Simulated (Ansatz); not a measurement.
**A computed series for hypothetical rock salt BAs: pressure series**

Base system: BAs in the rock salt structure (space group Fm-3m, No. 225; a hypothetical phase, not in the database extracts checked).

```
CELL_PARAMETERS angstrom
      0.00000     2.30682     2.30682
      2.30682     0.00000     2.30682
      2.30682     2.30682     0.00000
ATOMIC_POSITIONS crystal
  As 0.00000 0.00000 0.00000
  B  0.50000 0.50000 0.50000
```

Cell and atoms are relaxed at each pressure.

The values are results of PBE/PAW in Ansatz (an electronic-structure program), no spin-orbit coupling, not measurements.

```
pressure (GPa)  volume per atom (Å³/atom)
--------------  -------------------------
-2                                 12.473
-1                                 12.372
0                                  12.276
0.3                                12.247
0.7                                     ?
1.5                                12.138
5                                  11.844
7.5                                11.656
10                                 11.482
```

Q: Fit the third-order Birch–Murnaghan form P(V) = (3B₀/2)[(V₀/V)^(7/3) − (V₀/V)^(5/3)]·[1 + (3/4)(B₀′ − 4)((V₀/V)^(2/3) − 1)] (squares taken in P) to the rows shown and predict the withheld row.

A: Least squares on the printed values gives V₀ = 12.275 Å³/atom, B₀ = 130 GPa, B₀′ = 4.3; this predicts 12.210 Å³/atom, and the run gives 12.210 Å³/atom, in agreement.

Load acts through the strain it causes; cell and atoms are relaxed under it. Whether these cells are dynamically stable was not tested. No other phases were tried under pressure. The final runs are not spin-polarised.
